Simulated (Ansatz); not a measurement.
**hypothetical zinc blende VS with two functionals**

Take VS in the zinc blende structure (space group F-43m, No. 216; a = 5.364 Å; ferromagnetic; a hypothetical phase, not in the database extracts checked) as the base.

(Cell as relaxed with PBE.)

Levels (all Ansatz, a first-principles code, PAW): PBE (420 eV, scalar-relativistic without spin-orbit coupling); PBEsol (420 eV, scalar-relativistic without spin-orbit coupling).

Each level relaxes its own structure.

| quantity | PBE | PBEsol |
|---|---|---|
| volume per atom | 19.29 Å³ | ___ |
| lattice parameter a | 5.364 Å | ___ |
| band gap | zero | ___ |
| magnetic state | ferromagnetic | ___ |
| largest site moment | 1.77 μB | ___ |

Q: Given the PBE results, estimate those of PBEsol.

A: 
- volume per atom, PBEsol: 18.38 Å³
- lattice parameter a, PBEsol: 5.278 Å
- band gap, PBEsol: zero
- magnetic state, PBEsol: ferromagnetic
- largest site moment, PBEsol: 1.66 μB

PBE's volume per atom lies 0.91 Å³ above PBEsol's (5.0 %); PBE's lattice parameter a lies 0.086 Å above PBEsol's (1.6 %); PBE's largest site moment lies 0.11 μB above PBEsol's; the two agree on the band gap and magnetic state. Neither level is exact; PBEsol is the comparison here, not a measurement.

Other magnetic orders, which the real material may have, were not ruled out. No phonon test of stability was made.
